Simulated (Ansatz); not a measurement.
Consider MgB2 (space group P6/mmm, No. 191; a = 3.064 Å, c = 3.498 Å; relaxed with 0.1 eV smearing).

The values are results of PBEsol, PAW, 420 eV (Ansatz, a program for electronic structure; no SOC), not measurements.

Base values:

The pressure is 0.0 GPa and the band gap comes out as zero.

One thing is altered: the cell is scaled by 1.0150 in all directions, atoms relaxed at fixed cell.

Q: What happens to the energy relative to the base?

A: The energy increases by 9.0 meV/atom.

Q: Predict the new pressure.

A: The pressure (mean of the normal stresses, compression positive) goes from zero to -6.4 GPa.

Q: What does the calculation give for the band gap after the change?

A: The band gap stays zero.

The cells carry an imposed strain or load. Stability against distortions was not tested. The final runs are not spin-polarised.
